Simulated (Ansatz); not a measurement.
**SnO: response to strain**

Start from SnO (space group P4/nmm, No. 129; a = 3.769 Å, c = 4.557 Å; layered, stacked along the Cartesian z axis; relaxed with 0.1 eV smearing). Axes: x, y, z lie along a, b, c of the conventional cell.

Strains are applied to the cell and any free atomic positions relax; under biaxial strain the out-of-plane vector relaxes too.

The values are results of PBEsol-D3(BJ)/PAW in Ansatz (an electronic-structure program), spin-orbit coupling left out, not measurements.

Notes on the quantities. energy relative to the base: free energy F; pressure: mean of the normal stresses, compression positive.

```json
[
 {"variant": "base", "shortest interatomic distance": "2.211 Å", "energy relative to the base": "0 meV/atom", "pressure": "0.0 GPa"},
 {"variant": "biaxial strain +1.02 %, plane normal [001], relaxed out of plane", "shortest interatomic distance": "2.220 Å", "energy relative to the base": "–", "pressure": "-1.2 GPa"},
 {"variant": "isotropic strain −1.77 %", "shortest interatomic distance": "2.191 Å", "energy relative to the base": "+8.8 meV/atom", "pressure": "3.6 GPa"},
 {"variant": "isotropic strain −0.78 %", "shortest interatomic distance": "2.202 Å", "energy relative to the base": "+1.6 meV/atom", "pressure": "1.4 GPa"},
 {"variant": "uniaxial strain ε_yy = +5.07 %", "shortest interatomic distance": "2.217 Å", "energy relative to the base": "+13 meV/atom", "pressure": "-3.2 GPa"},
 {"variant": "tensor shear ε_xy = +1.95 %", "shortest interatomic distance": "2.211 Å", "energy relative to the base": "+7.2 meV/atom", "pressure": "0.1 GPa"}
]
```

No phonon test of stability was made. The final runs are not spin-polarised.
